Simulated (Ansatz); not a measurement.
Base system: Sn (space group I4_1/amd, No. 141; a = 5.888 Å, c = 3.187 Å; relaxed with 0.1 eV smearing). Axes: x, y, z lie along a, b, c of the conventional cell.

The values are results of r2SCAN, PAW, 500 eV (Ansatz, a program for electronic structure; spin-orbit coupling left out), earlier PAW set, not measurements.

Strains are applied to the cell and any free atomic positions relax; under biaxial strain the out-of-plane vector relaxes too.

One change was made to it. Results:

| quantity | base | after |
|---|---|---|
| energy relative to the base (free energy F) | 0 meV/atom | +6.3 meV/atom |
| shortest interatomic distance | 3.050 Å | 3.001 Å |

What was done to the base?
(A) isotropic strain +1.24 %
(B) biaxial strain −4.86 %, plane normal [001], relaxed out of plane
(C) biaxial strain −1.82 %, plane normal [001], relaxed out of plane

C, biaxial strain −1.82 %, plane normal [001], relaxed out of plane. For comparison, the shortest interatomic distance in the other runs: biaxial strain −4.86 %, plane normal [001], relaxed out of plane gives 2.924 Å; isotropic strain +1.24 % gives 3.088 Å.

A biaxial case was relaxed in a doubled cell and then solved in the primitive one. No phonon test of stability was made.
